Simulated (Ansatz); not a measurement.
Si (diamond structure), Σ13 (510) [001] symmetric tilt. One C atom replaces one Si atom in a bicrystal of 80 atoms (one solute to 76 Å² of one boundary, a high coverage); atoms relaxed, cell held. Energies count from the site farthest from both boundaries, which lies only 5.4 Å away; negative means that the solute is drawn to the site. The cell is neutral, and spin is allowed where the electrons are odd. k-points: Γ-centred 2×4×1 mesh; occupations: Fermi-Dirac, 0.050 eV; spin polarisation not allowed. Scalar-relativistic, no spin-orbit coupling.

Sites tried, by distance from the nearest boundary plane (Å): 0.06, 0.79, 1.05, 2.15.

Problem. Does C segregate by PBE (Ansatz, an electronic-structure program), and with what energy at each site?

Solution. 0.06 Å: 1.55 eV; 0.79 Å: 2.06 eV; 1.05 Å: 0.57 eV; 2.15 Å: 1.01 eV. No site tried binds it by more than 0.05 eV.
